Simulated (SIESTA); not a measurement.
Input and output of a self-consistent single point for ZnS (P6_3mc, 8 atoms in the cell) (SIESTA).

Computed with LDA PW92, numerical atomic orbitals DZP, PseudoDojo LDA standard norm-conserving potentials (rewritten from UPF to PSML) run with SIESTA 5.4.2.

```yaml
crystal:
  lattice:
    - [3.80895, 0.00000, 0.00000]
    - [-1.90447, 3.29865, 0.00000]
    - [0.00000, 0.00000, 12.45260]
  atoms:
    - { symbol: Zn, position: [0.66667, 0.33333, 0.74993] }
    - { symbol: Zn, position: [0.33333, 0.66667, 0.24993] }
    - { symbol: Zn, position: [0.00000, 0.00000, 0.50000] }
    - { symbol: Zn, position: [0.00000, 0.00000, 0.00000] }
    - { symbol: S, position: [0.66667, 0.33333, 0.93773] }
    - { symbol: S, position: [0.33333, 0.66667, 0.43773] }
    - { symbol: S, position: [0.00000, 0.00000, 0.68734] }
    - { symbol: S, position: [0.00000, 0.00000, 0.18734] }
```

Reference input (self-consistent single point, DFT, GGA PBE, numerical atomic orbitals DZP, PseudoDojo PBE standard norm-conserving potentials (rewritten from UPF to PSML)): XC.functional = GGA; XC.authors = PBE; potentials = PseudoDojo PBE standard; PAO.BasisSize = DZP; PAO.EnergyShift = 0.01 Ry; MeshCutoff = 350 Ry; kgrid.MonkhorstPack = 7 7 2; OccupationFunction = FD; ElectronicTemperature = 10 K; MaxSCFIterations = 150; SCF.Mixer.Method = Pulay; SCF.Mixer.Weight = 0.25. This run's input differs from it in these lines:

```diff
@@ -1,2 +1,2 @@
-# files in the folder: Zn.psml S.psml (PseudoDojo PBE standard)
+# files in the folder: Zn.psml S.psml (PseudoDojo LDA standard)
 SystemName  ZnS
@@ -28,4 +28,4 @@
 
-XC.functional                GGA
-XC.authors                   PBE
+XC.functional                LDA
+XC.authors                   PW92
 PAO.BasisSize                DZP
```

Output, abridged:

```
        iscf     Eharris(eV)        E_KS(eV)     FreeEng(eV)     dDmax    Ef(eV) dHmax(eV)
   scf:    1   -23711.805921   -23861.002867   -23861.002891  0.861290 -0.157342 35.320007
   scf:    2   -23977.852246   -23937.621372   -23937.621372  0.512982 -1.877152  6.504801
   scf:    3   -23940.356707   -23939.237841   -23939.237841  0.108314 -1.130934  2.207252
   scf:    4   -23939.059641   -23939.288562   -23939.288562  0.084287 -1.892116  1.451148
   scf:    5   -23939.466956   -23939.393161   -23939.393161  0.030879 -1.785008  0.542823
   [... 4 lines left out ...]
   scf:   10   -23939.406375   -23939.406375   -23939.406375  0.000109 -1.691578  0.000792
   scf:   11   -23939.406375   -23939.406375   -23939.406375  0.000011 -1.691641  0.000440
   scf:   12   -23939.406375   -23939.406375   -23939.406375  0.000015 -1.691722  0.000002
   scf:   13   -23939.406375   -23939.406375   -23939.406375  0.000000 -1.691723  0.000001
SCF Convergence by DM+H criterion
max |DM_out - DM_in|         :     0.0000001992
max |H_out - H_in|      (eV) :     0.0000010757
SCF cycle converged after 13 iterations

Using DM_out to compute the final energy and forces

siesta: E_KS(eV) =           -23939.4064

siesta: E_KS - E_eggbox =    -23939.4064

siesta: Atomic forces (eV/Ang):
     1   -0.000012    0.000006   -0.025044
     2    0.000012   -0.000006   -0.025044
     3   -0.000012    0.000007    0.020060
     4    0.000012   -0.000007    0.020060
     5   -0.000014    0.000007   -0.016241
     6    0.000014   -0.000007   -0.016241
     7    0.000012   -0.000006    0.023040
     8   -0.000012    0.000006    0.023040
   Tot    0.000000   -0.000000    0.003630
   Max    0.025044
   Res    0.012329    sqrt( Sum f_i^2 / 3N )
   Max    0.025044    constrained

   [... lines left out ...]
siesta: FreeEng =    -23939.406375
siesta: Cell volume =        156.459217 Ang**3
siesta:         -56.98398354        -56.18049493  kBar
   [... lines left out ...]

mulliken: Qtot =      104.000

Mulliken Atomic Populations:
Atom #   charge [q] valence [e]  Species
     1     0.359893   19.640107  Zn
     2     0.359893   19.640107  Zn
     3     0.385922   19.614078  Zn
     4     0.385922   19.614078  Zn
     5    -0.381572    6.381572  S
     6    -0.381572    6.381572  S
     7    -0.364243    6.364243  S
     8    -0.364243    6.364243  S
 Total    -0.000000
```

The run converged in 13 iterations. Against the reference run the pressure goes from 0.78 to -5.70 GPa, the largest force hardly changes (0.026 to 0.025 eV/Å) and the gap on the mesh goes from 2.596 to 2.346 eV.

The starting cell comes from a database of computed structures (which also holds hypothetical and non-ambient phases and stackings), without a prior relaxation at this level. Values carry the incompleteness of an atom-centred basis. With a pressure of about -6 GPa the cell is away from its equilibrium volume at this level.
